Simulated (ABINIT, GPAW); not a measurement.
An ABINIT input for a self-consistent single point of ScAl3 (Pm-3m, 4 atoms in the cell) (DFT, LDA (PW92), plane waves, PAW (JTH v2.0 LDA PAW)):

```
# ScAl3, JTH v2.0 LDA PAW
pp_dirpath "./"
pseudos "Sc.LDA_PW-JTH.xml, Al.LDA_PW-JTH.xml"
acell 3.9978780000 3.9978780000 3.9978780000 Angstrom
rprim
         1.0000000000    0.0000000000    0.0000000000
         0.0000000000    1.0000000000    0.0000000000
         0.0000000000    0.0000000000    1.0000000000
natom 4
ntypat 2
znucl 21 13
typat 1 2 2 2
xcart
         0.0000000000    0.0000000000    0.0000000000
         3.7774472498    0.0000000000    3.7774472498
         0.0000000000    3.7774472498    3.7774472498
         3.7774472498    3.7774472498    0.0000000000
ecut 30 Ha
pawecutdg 60 Ha
pawxcdev 0
occopt 3
tsmear 0.00367493
nband 15
kptopt 1
ngkpt 7 7 7
nshiftk 1
shiftk 0 0 0
nstep 100
tolvrs 1.0e-12
prtwf 0
prtden 0
```

### Question
Write the same calculation as an input for GPAW.

### Answer
One input that does it (others would too):

```python
from ase import Atoms
from ase.units import GPa
from gpaw import GPAW

atoms = Atoms(['Sc', 'Al', 'Al', 'Al'],
              cell=[[3.997878, 0.000000, 0.000000],
                    [0.000000, 3.997878, 0.000000],
                    [0.000000, 0.000000, 3.997878]],
              scaled_positions=[[0.000000, 0.000000, 0.000000],
                                [0.500000, 0.000000, 0.500000],
                                [0.000000, 0.500000, 0.500000],
                                [0.500000, 0.500000, 0.000000]],
              pbc=True)

calc = GPAW(mode={'name': 'pw', 'ecut': 850},
            xc='LDA',
            kpts=(7, 7, 7),
            occupations={'name': 'fermi-dirac', 'width': 0.1},
            nbands=-10,
            convergence={'forces': 0.001},
            symmetry={'symmorphic': False, 'tolerance': 0.0005},
            maxiter=120)

atoms.calc = calc

energy = atoms.get_potential_energy()
print('Energy (eV):', round(energy, 6))
forces = atoms.get_forces()
print('Forces (eV/Ang):')
print(forces.round(5))
stress = atoms.get_stress()
print('Stress (GPa, Voigt):', (stress / GPa).round(4))
```

Basis settings and potentials, where a program has them, do not carry over. This input uses DFT LDA (Perdew-Wang 92), plane waves, GPAW PAW datasets LDA (gpaw-data 1.0.1). LDA parametrisations can differ slightly between programs. Both were run: pressure 2.55 GPa in ABINIT and 2.75 in GPAW.

On ABINIT: the starting cell comes from a database of computed structures (which also holds hypothetical and non-ambient phases and stackings), without a prior relaxation at this level. Its lattice was rescaled by a random factor within 2.5 % of one.

On GPAW: the starting cell comes from a database of computed structures (which also holds hypothetical and non-ambient phases and stackings), without a prior relaxation at this level. Its lattice was rescaled by a random factor within 2.5 % of one.
